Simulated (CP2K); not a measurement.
CP2K 2026.2, DFT, PBE, Gaussian and plane waves, DZVP-MOLOPT bases, GTH-PBE potentials: diamond, 4 atoms. Basis and mesh were picked for this test and aren't claimed converged.

```text
&GLOBAL
  PROJECT run
  RUN_TYPE ENERGY_FORCE
  PRINT_LEVEL LOW
  &TIMINGS
    THRESHOLD 0.005
  &END TIMINGS
&END GLOBAL
&FORCE_EVAL
  METHOD Quickstep
  &DFT
    BASIS_SET_FILE_NAME BASIS_MOLOPT
    POTENTIAL_FILE_NAME GTH_POTENTIALS
    &QS
      METHOD GPW
      EPS_DEFAULT 1.0E-12
    &END QS
    &MGRID
      CUTOFF 400
      REL_CUTOFF 60
    &END MGRID
    &XC
      &XC_FUNCTIONAL PBE
      &END XC_FUNCTIONAL
    &END XC
    &SCF
      SCF_GUESS ATOMIC
      EPS_SCF 1.0E-6
      MAX_SCF 150
      &DIAGONALIZATION
        ALGORITHM STANDARD
      &END DIAGONALIZATION
      &MIXING
        METHOD BROYDEN_MIXING
        ALPHA 0.4
        NBUFFER 8
      &END MIXING
    &END SCF
    &KPOINTS
      SCHEME MONKHORST-PACK 4 4 4
      GAMMA_CENTERED T
    &END KPOINTS
  &END DFT
  &SUBSYS
    &CELL
      A 5.04449978 0.00000000 0.00000000
      B 1.26112494 2.18433248 0.00000000
      C 1.26112494 0.72811083 2.05940841
    &END CELL
    &COORD
      SCALED
      C 0.00000000 0.00000000 0.00000000
      C 0.12500000 0.25000000 0.25000000
      C 0.50000000 0.00000000 0.00000000
      C 0.62500000 0.25000000 0.25000000
    &END COORD
    &KIND C
      ELEMENT C
      BASIS_SET DZVP-MOLOPT-SR-GTH-q4
      POTENTIAL GTH-PBE-q4
    &END KIND
  &END SUBSYS
  &PRINT
    &FORCES ON
      NDIGITS 10
    &END FORCES
  &END PRINT
&END FORCE_EVAL
```

```bash
OMP_NUM_THREADS=1 mpirun -np 16 cp2k.psmp -i run.inp
```

The program reports basis functions: 52.

Hardware: AMD EPYC (Zen 5), 96 cores on 1 socket, no SMT, 12 L3 cache groups; 94 cores' worth of CPU time may be used.

On 16 ranks this takes 4.0 s. Wall times, medians of two to five repeats, each run alone on the node (launch to exit). Unless noted, each process is bound to its own block of adjacent cores. The build: conda-forge: MPICH, OpenMP, OpenBLAS, FFTW, ScaLAPACK, ELPA, COSMA, DBCSR on BLAS; another build can shift the numbers. Scratch files lie in a memory file system.

Task: Make this run faster without changing its result beyond 1.0 meV/atom in energy, 10 meV/Å in forces (largest component). Keep to 16 cores.

Result: Several could match; the one computed here: going from MGRID/REL_CUTOFF = 60 Ry to MGRID/REL_CUTOFF = 30 Ry, the fastest of the measured ones that keep the result.

```diff
-      REL_CUTOFF 60
+      REL_CUTOFF 30
```

Time: 4.0 s to 2.6 s (1.5× as fast). These two results differ by: energy 0.98 meV/atom, forces (largest component) 5.0 meV/Å. Others tried: MGRID/REL_CUTOFF = 40 Ry (2.9 s); MGRID/REL_CUTOFF = 50 Ry (3.2 s). Launch, exit and the like take 0.92 s of the 2.6 s.
